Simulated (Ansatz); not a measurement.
Base system: Cu in the fcc (Cu type) structure (space group Fm-3m, No. 225; relaxed with 0.1 eV smearing).

```
Cu
1.0
    0.00000     1.78838     1.78838
    1.78838     0.00000     1.78838
    1.78838     1.78838     0.00000
Cu
1
Cartesian
  0.00000   0.00000   0.00000
```

Cartesian axes are those of the cell as printed.

The values are results of r2SCAN (Ansatz, a program for electronic structure; PAW; 500 eV plane waves; spin-orbit coupling left out), not measurements.

Strains are applied to the cell and any free atomic positions relax.

One change was made to it. Results:

| quantity | base | after |
|---|---|---|
| shortest interatomic distance | 2.529 Å | 2.514 Å |
| energy relative to the base (free energy F) | 0 meV/atom | +0.4 meV/atom |

Problem. What was done to the base?
(A) tensor shear ε_xy = −0.58 %
(B) tensor shear ε_xy = −1.52 %
(C) isotropic strain −4.65 %
(D) uniaxial strain ε_zz = +5.57 %

Solution. A, tensor shear ε_xy = −0.58 %. For comparison, the energy relative to the base in the other runs: tensor shear ε_xy = −1.52 % gives +3.1 meV/atom; isotropic strain −4.65 % gives +137 meV/atom; uniaxial strain ε_zz = +5.57 % gives +20 meV/atom.

Whether these cells are dynamically stable was not tested. All final runs are without spin polarisation.
